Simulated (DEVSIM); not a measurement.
Device: Pt/La2O3/SiO2/p-Si capacitor, at 250 K.

| layer (left to right) | material | thickness (nm) | Na (cm⁻³) |
|---|---|---|---|
| 1 | La2O3 | 5.50 | - |
| 2 | SiO2 | 1.00 | - |
| 3 | Si | 1200 | 2.3e17 |

Metal gate on the left, work function 5.6 eV. Fixed charge at the semiconductor interface -2.5e10 cm⁻² (in units of +e); no interface traps.

Constants are typed, rounded textbook-type inputs, not results; the design itself was drawn at random and stands for no fabricated device. Values at 300 K; Nc and Nv go as T^1.5, mobilities as T to minus their exponent, the gap by Varshni's rule with the affinity fixed.

```csv
parameter,La2O3,SiO2,Si
gap (eV),5.8,9,1.124
affinity (eV),1.8,0.9,4.05
permittivity,27,3.9,11.7
Nc (cm⁻³),-,-,2.86e19
Nv (cm⁻³),-,-,3.1e19
Varshni α (eV/K),-,-,0.000473
Varshni β (K),-,-,636
```

Simulated with DEVSIM: 1D Poisson equation in equilibrium, Boltzmann statistics, complete ionisation; no quantum confinement or tunnelling. Metal contacts follow the ideal Schottky-Mott rule: no Fermi-level pinning, no interface dipoles.

Give the band bending (positive: bands bend down) and minority sheet density.


```json
[
 {"Vg (V)": "0.3", "ψs (V)": "-0.082", "minority carriers (cm⁻²)": "< 1e8"},
 {"Vg (V)": "0.6", "ψs (V)": "0.057", "minority carriers (cm⁻²)": "< 1e8"},
 {"Vg (V)": "0.9", "ψs (V)": "0.308", "minority carriers (cm⁻²)": "< 1e8"},
 {"Vg (V)": "1.2", "ψs (V)": "0.578", "minority carriers (cm⁻²)": "< 1e8"},
 {"Vg (V)": "1.5", "ψs (V)": "0.854", "minority carriers (cm⁻²)": "4.1e8"},
 {"Vg (V)": "1.8", "ψs (V)": "1.035", "minority carriers (cm⁻²)": "1.3e12"}
]
```
